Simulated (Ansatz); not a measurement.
Take InAs in the zinc blende structure (space group F-43m, No. 216; a = 6.026 Å) as the base. Axes: x, y, z lie along the cube axes.

Level of theory: LDA in Ansatz (plane waves to 420 eV, PAW, no spin-orbit coupling).

Now apply this change: an isotropic linear strain of −1.00 %; the atoms relax in the strained cell.

**Question.** Predict the stress tensor and what it implies for the stiffness.

**Answer.** Stress of the strained cell less that of the base (GPa, compression positive):
```
    1.9     0.0     0.0
    0.0     1.9     0.0
    0.0     0.0     1.9
```

Then B = −ΔP/(ΔV/V₀) with ΔV/V₀ = -0.0297 gives secant stiffness values (nonlinear terms included at this strain): B ≈ 66 GPa.

As a check, the harmonic strain energy −½ V₀ Δσ:ε is 5.0 meV/atom; the computed energy rise is 4.8 meV/atom.

A case with no gap was solved on a k-mesh chosen for an insulator, which is coarse for it. Whether these cells are dynamically stable was not tested. All final runs are without spin polarisation.

Ansatz is a program for electronic structure.
